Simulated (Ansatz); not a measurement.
Start from CuI in the zinc blende structure (space group F-43m, No. 216; a = 6.023 Å).

All numbers come from r2SCAN (Ansatz, a program for electronic structure; PAW; 500 eV plane waves; no spin-orbit coupling).

```json
[
 {"level": "r2SCAN", "lattice parameter a": "6.023 Å"}
]
```

Measured: lattice parameter a 6.053 Å (temperature not stated; as listed in arXiv:2305.18931).

Computed minus measured — lattice parameter a: r2SCAN -0.5 %. Measured values not marked as corrected hold thermal and zero-point effects that the static-lattice runs lack.

Stability against distortions was not tested. All final runs are without spin polarisation.
